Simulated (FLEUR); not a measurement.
FLEUR run on HfBe₂ (P6/mmm, 3 atoms in the cell): self-consistent single point.

Method of the run: LDA (Perdew-Zunger), all-electron FLAPW (FLEUR), scalar-relativistic valence.

The change in words: lattice scaled by 0.98. Reference geometry:
```yaml
crystal:
  lattice:
    - [3.77950, 0.00000, 0.00000]
    - [-1.88975, 3.27314, 0.00000]
    - [0.00000, 0.00000, 3.16996]
  atoms:
    - { symbol: Hf, position: [0.00000, 0.00000, 0.00000] }
    - { symbol: Be, position: [0.33333, 0.66667, 0.50000] }
    - { symbol: Be, position: [0.66667, 0.33333, 0.50000] }
```

Reference input (self-consistent single point, DFT, LDA (Perdew-Zunger), all-electron FLAPW (FLEUR), scalar-relativistic valence): Kmax = 4.3 1/bohr; GmaxXC = 17.2 1/bohr; xcFunctional = pz; jspins = 1; l_soc = F; mode = gauss; fermiSmearingEnergy = 0.00183747 Htr; mesh (inpgen div1-3) = 10 10 10; inpgen gamma flag = true; Gmax = 17.2 1/bohr; numbands = 0; maxIterBroyd = 15. This run's input differs from it in these lines:

```diff
@@ -3,6 +3,6 @@
 &input film=f /
-1.0000000000 0.0000000005 0.0000000000
--0.5000000004 0.8660254035 0.0000000000
-0.0000000000 0.0000000000 0.8387247008
-7.1422198732
+1.0000000000 0.0000000055 0.0000000000
+-0.5000000048 0.8660254010 0.0000000000
+0.0000000000 0.0000000000 0.8387247731
+6.9993753230
 1.0 1.0 1.0
@@ -45,5 +45,5 @@
          <bravaisMatrix>
-            <row-1>    7.1422198732000002     0.0000000035711099     0.0000000000000000</row-1>
-            <row-2>   -3.5711099394568881     6.1853438475737494     0.0000000000000000</row-2>
-            <row-3>    0.0000000000000000     0.0000000000000000     5.9903562261974841</row-3>
+            <row-1>    6.9993753229999998     0.0000000384965643     0.0000000000000000</row-1>
+            <row-2>   -3.4996876950970011     6.0616368208505795     0.0000000000000000</row-2>
+            <row-3>    0.0000000000000000     0.0000000000000000     5.8705494796249145</row-3>
          </bravaisMatrix>
```

Output (repeated stretches shortened):

```
 Iteration:     1   Distance:      12.56107061 me/bohr^3
 Iteration:     2   Distance:      11.04360409 me/bohr^3
 Iteration:     3   Distance:       5.78454495 me/bohr^3
 Iteration:     4   Distance:       2.82757656 me/bohr^3
 Iteration:     5   Distance:       2.21226371 me/bohr^3
   [... 9 lines left out ...]
 Iteration:    15   Distance:       0.00008796 me/bohr^3
 Iteration:    16   Distance:       0.00007699 me/bohr^3
 Iteration:    17   Distance:       0.00003539 me/bohr^3
 Iteration:    18   Distance:       0.00000933 me/bohr^3
 Run finished successfully
 Stop message:
   Structural relaxation: Done

[file out, last iteration]
             iter=     19
[...]
          total density-effective poten   -2.6140931056E+04
          total charge density-energy d   -3.0633184454E+02
 Updated energy parameters for spin:           1
[...]
 fermi energy and band-weighting factors:

[...]
FERMIE:
          first approx. to ef    (T=0)  :   0.333684 htr   (energy of the highest occ. eigenvalue)
          number of occ. states  (T=0)  :       1256
          first approx. to seigv (T=0)  :  -7.360375 htr
          sum of weights of occ. states :  15.002000
          sum of semicore charge        :   0.000000 e
          fermi energy=   0.33364 har   work function=  -9.07887 ev
          number of valence electrons=  30.00000
     band-weighting factor for spin=    1
   [... lines left out ...]
          total moment                 =     0.00000
 Direct bandgap for spin            1 :    3.0011713631669656E-003  Htr
 ---->    free energy=                    -15118.0490079307 htr
   [... lines left out ...]
      extrapolation for T->0
 ---->    total electron energy=          -15118.0490079307 htr
 ***** TOTAL FORCES ON ATOMS *****
 TOTAL FORCE FOR ATOM TYPE=  1  X=  0.000   Y=  0.000   Z=  0.000
                       FX_TOT= 0.000000 FY_TOT= 0.000000 FZ_TOT= 0.000000
 TOTAL FORCE FOR ATOM TYPE=  2  X=  3.500   Y= -2.021   Z=  2.935
                       FX_TOT= 0.000000 FY_TOT= 0.000000 FZ_TOT= 0.000000
 Structural relaxation: Done
```

The run converged in 18 iterations. FLEUR gives forces in its relaxation mode, with a further iteration, so its stop message speaks of a relaxation. Against the reference run the total energy drops by 10.7 meV/atom.

The starting cell comes from a database of computed structures (which also holds hypothetical and non-ambient phases and stackings), without a prior relaxation at this level. For this run, on top of that: lattice scaled by 0.98. Spin-orbit coupling is off. Values depend on the basis (sphere radii, cutoffs, local orbitals), which need not be converged. The log's line on a gap gives a spacing of levels on this mesh, which the program prints for metals too.

Cost on one core of a shared machine: roughly 2 min.
